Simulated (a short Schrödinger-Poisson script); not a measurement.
System: MOS inversion layer, Si3N4 on p-type Si(110), at 300 K.

From the gate side: 4.4 nm Si3N4; 220 nm Si, acceptors 3.8e18 cm⁻³.

Constants are typed, rounded textbook-type inputs, not results; the design itself was drawn at random and stands for no fabricated device. Si3N4: permittivity 7.5, conduction-band edge (eV) 1.95, gap (eV) 5.1, electron mass (mₑ) 0.5. Si: permittivity 11.7, conduction-band edge (eV) 0, gap (eV) 1.124, Nv at 300 K (cm⁻³) 3.1e19.

Channel valleys (confinement mass, in-plane density-of-states mass, number): Δ4 0.315, 0.324, 4; Δ2 0.19, 0.417, 2. At the gate the conduction-band edge of layer 1 lies 2.46 eV − eVg above the Fermi level of the channel; the field vanishes at the back. Gaps are held at their typed values at every temperature. Mesh 0.03 nm at interfaces.

From a short Schrödinger-Poisson script (our own, NumPy): 1D Poisson equation in equilibrium, electrons quantum, Hartree (BenDaniel-Duke, 12 states a valley, the channel's in-plane mass for all, wave functions free to enter the dielectric), parabolic valleys, classical holes, full ionisation, no traps, pinning or gate leakage.

```
Vg (V)  electrons (cm⁻²)  C (μF/cm²)  Δ4 E0 (meV from the Fermi level)  Δ2 E0 (meV from the Fermi level)
------  ----------------  ----------  --------------------------------  --------------------------------
1.3               6.00e9       0.417                             205.7                             232.9
1.4              6.99e10       0.562                             142.1                             169.8
1.5              3.81e11       0.904                              98.0                             126.1
1.6              9.43e11        1.10                              74.1                             102.6
1.7              1.62e12        1.18                              59.6                              88.4
1.8              2.36e12        1.23                              49.4                              78.5
1.9              3.12e12        1.26                              41.5                              71.0
2                3.90e12        1.28                              35.1                              64.9
2.1              4.70e12        1.29                              29.7                              59.8
2.2              5.51e12        1.30                              25.0                              55.3
2.3              6.33e12        1.31                              20.8                              51.4
2.4              7.15e12        1.32                              17.0                              47.9
2.5              7.98e12        1.33                              13.6                              44.7
2.6              8.81e12        1.33                              10.4                              41.7
2.7              9.64e12        1.34                               7.4                              39.0
```

Gate voltages with under 1e9 electrons/cm² are left out.

### Question
At Vg = 2.7 V the lowest Δ4 subband lies at 7.4 meV from the Fermi level. How many electrons does it hold, and what share of all?

### Answer
The two-dimensional density of states is g m/(πħ²) = 5.41e11 cm⁻² meV⁻¹ (both spins), kT = 25.9 meV, so n = D kT ln(1 + exp(−E/kT)) = 7.84e12 cm⁻², 0.81 of the 9.64e12 cm⁻² in all.

### Question
Compare the slope of the sheet density between 2.5 and 2.7 V with the geometric capacitance of the layers between gate and channel.

### Answer
q Δn/ΔV = 1.33 μF/cm²; ε0/Σ(t/ε) = 1.51 μF/cm². The ratio is 0.88: the channel acts as a further capacitance in series.
